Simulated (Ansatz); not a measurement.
The parent structure is a 12-atom supercell of FeS₂ (space group Pnnm, No. 58; a = 4.3675 Å, b = 5.3331 Å, c = 3.3444 Å; non-magnetic) at its relaxed geometry.

Method: PBEsol, PAW, 420 eV (Ansatz, a quantum-chemistry and plane-wave program; no spin-orbit coupling).

Before the change:

* **Pressure**: 0.0 GPa

It is then changed as follows: a neutral Fe interstitial (started 1.80 Å from the nearest host atom), atoms relaxed at fixed cell, starting from a slightly rattled geometry.

Problem. Predict the new largest displacement of a host atom from its site in the perfect cell.

Solution. The largest displacement of a host atom from its site in the perfect cell amounts to 0.26 Å.

Problem. What does the calculation give for the pressure after the change?

Solution. The pressure goes from zero to 16.8 GPa.

The magnetic state is the one reached from the starting moments; the real material's order can differ, and small cells can't hold many antiferromagnetic ones. In so small a cell the defect repeats every few ångströms: this is an ordered compound, not a dilute defect. The mesh was chosen for an insulator and is coarse for the gapless case. Starting moments died away, wholly or in part, for Fe interstitial (started 1.80 Å from the nearest host atom) and the base; another magnetic solution may exist. Spin-polarised in the final run: Fe interstitial (started 1.80 Å from the nearest host atom); the other runs are not. The defect cell is spin-polarised and ends with 0.0 μB.
